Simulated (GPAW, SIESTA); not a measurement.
A SIESTA input for a self-consistent single point of SrTiO3 (Pm-3m, 5 atoms in the cell) (DFT, GGA PBE, numerical atomic orbitals DZP, PseudoDojo PBE standard norm-conserving potentials (rewritten from UPF to PSML)):

```
# files in the folder: Sr.psml Ti.psml O.psml (PseudoDojo PBE standard)
SystemName  SrTiO3
SystemLabel srtio3

NumberOfAtoms                5
NumberOfSpecies              3
%block ChemicalSpeciesLabel
  1 38 Sr
  2 22 Ti
  3 8 O
%endblock ChemicalSpeciesLabel
LatticeConstant              1.0 Ang
%block LatticeVectors
     3.909179000    0.000000000    0.000000000
     0.000000000    3.909179000    0.000000000
     0.000000000    0.000000000    3.909179000
%endblock LatticeVectors
AtomicCoordinatesFormat      Ang
%block AtomicCoordinatesAndAtomicSpecies
     0.000000000    0.000000000    0.000000000  1
     1.954589500    1.954589500    1.954589500  2
     1.954589500    0.000000000    1.954589500  3
     0.000000000    1.954589500    1.954589500  3
     1.954589500    1.954589500    0.000000000  3
%endblock AtomicCoordinatesAndAtomicSpecies

XC.functional                GGA
XC.authors                   PBE
PAO.BasisSize                DZP
PAO.EnergyShift              0.005 Ry
MeshCutoff                   300 Ry
%block kgrid.MonkhorstPack
    6   0   0  0.0
    0   6   0  0.0
    0   0   6  0.0
%endblock kgrid.MonkhorstPack
OccupationFunction           FD
ElectronicTemperature        0.02 eV

MaxSCFIterations             150
SCF.Mixer.Method             Pulay
SCF.Mixer.Weight             0.1
SCF.Mixer.History            8
SCF.DM.Tolerance             1.0E-04
Diag.ParallelOverK           true
WriteForces                  true
```

Question: Give the GPAW input for the same structure, mesh, smearing and functional.

Answer: This is the input that was run; spellings and numerical settings could be chosen otherwise.

```python
from ase import Atoms
from ase.units import GPa
from gpaw import GPAW, PW, FermiDirac

atoms = Atoms(['Sr', 'Ti', 'O', 'O', 'O'],
              cell=[[3.909179, 0.000000, 0.000000],
                    [0.000000, 3.909179, 0.000000],
                    [0.000000, 0.000000, 3.909179]],
              scaled_positions=[[0.000000, 0.000000, 0.000000],
                                [0.500000, 0.500000, 0.500000],
                                [0.500000, 0.000000, 0.500000],
                                [0.000000, 0.500000, 0.500000],
                                [0.500000, 0.500000, 0.000000]],
              pbc=True)

calc = GPAW(mode=PW(900),
            xc='PBE',
            kpts={'size': (6, 6, 6), 'gamma': True},
            occupations=FermiDirac(0.02),
            nbands=-4,
            convergence={'density': 1e-05, 'bands': -2},
            symmetry={'symmorphic': False, 'tolerance': 0.0005},
            maxiter=120,
            txt='-')

atoms.calc = calc

energy = atoms.get_potential_energy()
print('Energy (eV):', round(energy, 6))
forces = atoms.get_forces()
print('Forces (eV/Ang):')
print(forces.round(5))
stress = atoms.get_stress()
print('Stress (GPa, Voigt):', (stress / GPa).round(4))
```

Basis settings and potentials, where a program has them, do not carry over. This input uses DFT PBE, plane waves, GPAW PAW datasets PBE (gpaw-data 1.0.1). Both were run: gap on the mesh 1.828 eV in SIESTA and 1.893 in GPAW.

On SIESTA: the starting cell has typed, rounded lattice constants, without a prior relaxation at this level. Its lattice was rescaled by a random factor within 2.5 % of one. For this run, on top of that: lattice scaled by 0.98. Values carry the incompleteness of an atom-centred basis. The basis of the alkali or alkaline-earth atoms may lack their empty d shell, which can raise the gap. With a pressure of about 7 GPa the cell is away from its equilibrium volume at this level.

On GPAW: the starting cell has typed, rounded lattice constants, without a prior relaxation at this level. Its lattice was rescaled by a random factor within 2.5 % of one. For this run, on top of that: lattice scaled by 0.98.
